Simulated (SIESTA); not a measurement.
SIESTA run on RbH (Fm-3m, 2 atoms in the cell): self-consistent single point.

Method: LDA PW92, numerical atomic orbitals DZP, PseudoDojo LDA standard norm-conserving potentials (rewritten from UPF to PSML) (SIESTA).

The change in words: lattice scaled by 0.98; kgrid.MonkhorstPack: 7 7 7 → 17 17 17. Reference geometry:
```yaml
crystal:
  lattice:
    - [0.00000, 2.98906, 2.98906]
    - [2.98906, 0.00000, 2.98906]
    - [2.98906, 2.98906, 0.00000]
  atoms:
    - { symbol: Rb, position: [0.50000, 0.50000, 0.50000] }
    - { symbol: H, position: [0.00000, 0.00000, 0.00000] }
```

Reference input (self-consistent single point, DFT, LDA PW92, numerical atomic orbitals DZP, PseudoDojo LDA standard norm-conserving potentials (rewritten from UPF to PSML)): XC.functional = LDA; XC.authors = PW92; potentials = PseudoDojo LDA standard; PAO.BasisSize = DZP; PAO.EnergyShift = 0.01 Ry; MeshCutoff = 300 Ry; kgrid.MonkhorstPack = 7 7 7; OccupationFunction = FD; ElectronicTemperature = 10 K; MaxSCFIterations = 150; SCF.Mixer.Method = Pulay; SCF.Mixer.Weight = 0.25. This run's input differs from it in these lines:

```diff
@@ -12,5 +12,5 @@
 %block LatticeVectors
-     0.000000000    2.989060000    2.989060000
-     2.989060000    0.000000000    2.989060000
-     2.989060000    2.989060000    0.000000000
+     0.000000000    2.929279000    2.929279000
+     2.929279000    0.000000000    2.929279000
+     2.929279000    2.929279000    0.000000000
 %endblock LatticeVectors
@@ -18,3 +18,3 @@
 %block AtomicCoordinatesAndAtomicSpecies
-     2.989060000    2.989060000    2.989060000  1
+     2.929279000    2.929279000    2.929279000  1
      0.000000000    0.000000000    0.000000000  2
@@ -28,5 +28,5 @@
 %block kgrid.MonkhorstPack
-    7   0   0  0.0
-    0   7   0  0.0
-    0   0   7  0.0
+   17   0   0  0.0
+    0  17   0  0.0
+    0   0  17  0.0
 %endblock kgrid.MonkhorstPack
```

Log, with long lists cut:

```
        iscf     Eharris(eV)        E_KS(eV)     FreeEng(eV)     dDmax    Ef(eV) dHmax(eV)
   scf:    1     -750.269048     -752.169663     -752.169663  0.750439 -2.805975  4.969708
   scf:    2     -753.034567     -752.627298     -752.627298  0.099609 -3.561784  2.820748
   scf:    3     -752.992770     -752.858257     -752.858257  0.119253 -4.635637  0.145358
   scf:    4     -752.857870     -752.858327     -752.858327  0.011472 -4.788837  0.154000
   scf:    5     -752.859160     -752.858828     -752.858828  0.006485 -4.758295  0.008490
   scf:    6     -752.858832     -752.858830     -752.858830  0.002389 -4.754348  0.000743
mix: Pulay -- inversion failed, > SVD [rank/size] 4 / 5
   scf:    7     -752.858830     -752.858830     -752.858830  0.000042 -4.754122  0.000256
   scf:    8     -752.858830     -752.858830     -752.858830  0.000012 -4.754017  0.000001
   scf:    9     -752.858830     -752.858830     -752.858830  0.000000 -4.754017  0.000001
SCF Convergence by DM+H criterion
max |DM_out - DM_in|         :     0.0000004918
max |H_out - H_in|      (eV) :     0.0000005597
SCF cycle converged after 9 iterations

Using DM_out to compute the final energy and forces

siesta: E_KS(eV) =             -752.8588

siesta: E_KS - E_eggbox =      -752.8588

siesta: Atomic forces (eV/Ang):
     1    0.000000   -0.000000    0.000000
     2    0.000000    0.000000   -0.000000
   Tot    0.000000   -0.000000   -0.000000
   Max    0.000000
   Res    0.000000    sqrt( Sum f_i^2 / 3N )
   Max    0.000000    constrained

Stress tensor Voigt[x,y,z,yz,xz,xy] (kbar):        9.84        9.84        9.84       -0.00       -0.00       -0.00
(Free)E + p*V (eV/cell)     -753.1676
Target enthalpy (eV/cell)     -752.8588

siesta: Program's energy decomposition (eV):
siesta: FreeEng =      -752.858830

   [... lines left out ...]
siesta: Cell volume =         50.270385 Ang**3
siesta:          -9.84212555         -9.84212555  kBar
   [... lines left out ...]
               5px
   1  8.467   1.891   0.112   0.150   1.943   1.943   1.943   0.162   0.162
              0.162

Species: H
Atom  Qatom  Qorb
               1s      1s      2Ppy    2Ppz    2Ppx
   2  1.533   1.712  -0.210   0.010   0.010   0.010

mulliken: Qtot =       10.000

Mulliken Atomic Populations:
Atom #   charge [q] valence [e]  Species
     1     0.532890    8.467110  Rb
     2    -0.532890    1.532890  H
 Total     0.000000
```

The run converged in 9 iterations. Against the reference run the free energy drops by 12.3 meV/atom, the pressure goes from -1.42 to -0.98 GPa and the gap on the mesh goes from 3.396 to 3.208 eV.

The starting cell comes from a database of computed structures (which also holds hypothetical and non-ambient phases and stackings), without a prior relaxation at this level. Its lattice was rescaled by up to half a per cent. For this run, on top of that: lattice scaled by 0.98. Values carry the incompleteness of an atom-centred basis. The basis of the alkali or alkaline-earth atoms may lack their empty d shell, which can raise the gap. Another mesh or the band path of this cell gives a smaller gap, so this value is not converged in the mesh.
